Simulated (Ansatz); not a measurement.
The reference is SnSe in the GeS type structure (space group Pnma, No. 62; a = 11.534 Å, b = 4.121 Å, c = 4.578 Å; layered, stacked along the Cartesian x axis).

Calculations: r2SCAN+rVV10 (Ansatz, a program for electronic structure), no spin-orbit coupling, earlier PAW set.

Base values:

| Quantity | Value |
|---|---|
| Smallest direct gap | 1.18 eV |
| Band gap | 0.89 eV |

Now apply this change: an isotropic linear strain of −0.92 %, atoms relaxed at fixed cell.

**Question.** Predict the new smallest direct gap and band gap.

**Answer.** The smallest direct gap falls by 0.08 eV to 1.10 eV; the band gap falls by 0.15 eV (0.89 eV → 0.74 eV).

No phonon test of stability was made.
